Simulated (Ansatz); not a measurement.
Functionals compared on the (31-43) surface of hcp Ti in its 1x1 cell, outermost plane spacing 0.11 Å in the ideal cut, in Ansatz (plane waves, PAW). The structure was relaxed with PBE; the other rows are single points on it, each with its references at the same level. Cutoff 420 eV (500 eV for r2SCAN).

Slab: 34 atoms, 10.4 Å thick at the start (thin: gaps and levels are the slab's own); k 7x4x1, smearing 0.1 eV, dipole-corrected; all atoms relaxed; start symmetry kept, larger cells not searched; no spin, no spin-orbit, no U. These notes are the PBE run's.

```
functional  surface energy (J/m²)  work function of the top face (eV)          rough cost of the single point
----------  ---------------------  ----------------------------------  --------------------------------------
PBE                          2.02                                3.73                                       –
LDA                          2.25                                3.94                 roughly 13 core-minutes
PBEsol                 (withheld)                          (withheld)                 roughly 13 core-minutes
RPBE                         1.88                                3.60          around 13 core-minutes (rough)
r2SCAN                       2.21                                3.75  about 24 core-minutes (a rough figure)
```

Problem. Fill in the missing entries.

Solution. 
- PBEsol, surface energy (J/m²): 2.19
- PBEsol, work function of the top face (eV): 3.79

Ansatz is a first-principles code.
